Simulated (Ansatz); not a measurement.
Base system: GaP in the zinc blende structure (space group F-43m, No. 216; a = 5.4513 Å).

Method: Ansatz (a program for electronic structure) r2SCAN, no SOC.

One change was made to it. Results:

| quantity | base | after |
|---|---|---|
| hole mass (degenerate bands, along [100]) | 0.13, 0.37, 0.37 mₑ (at Γ) | 0.14, 0.35, 0.35 mₑ (at Γ) |
| lattice parameter a | 5.451 Å | 5.368 Å |
| valley order (the lowest conduction-band minima on the path, energy above the VBM, named in the base's zone) | a point along ⟨100⟩, about 1.0 Å⁻¹ from Γ 1.85 eV; L along ⟨111⟩ 2.04 eV; Γ 2.36 eV | a point along ⟨100⟩, about 1.0 Å⁻¹ from Γ 1.76 eV; L along ⟨111⟩ 2.19 eV; Γ 2.78 eV |

Task: Name the change that was made.
A) pressure 9 GPa
B) pressure 4.5 GPa
C) pressure 0.9 GPa
D) pressure −2 GPa

Result: B, pressure 4.5 GPa. For comparison, the valley order in the other runs: pressure −2 GPa gives a point along ⟨100⟩, about 1.0 Å⁻¹ from Γ 1.88 eV; L along ⟨111⟩ 1.96 eV; Γ 2.15 eV; pressure 0.9 GPa gives a point along ⟨100⟩, about 1.0 Å⁻¹ from Γ 1.83 eV; L along ⟨111⟩ 2.07 eV; Γ 2.45 eV; pressure 9 GPa gives a point along ⟨100⟩, about 1.0 Å⁻¹ from Γ 1.68 eV; L along ⟨111⟩ 2.32 eV; Γ 3.13 eV.

Load acts through the strain it causes; cell and atoms are relaxed under it. Effective masses come from finite differences of ±0.01 Å⁻¹. Stability against distortions was not tested. Tetrahedral semiconductors of this kind turn to denser phases somewhere between about 1 and 50 GPa; those were not computed, so compressed cells here can lie past the real transition.
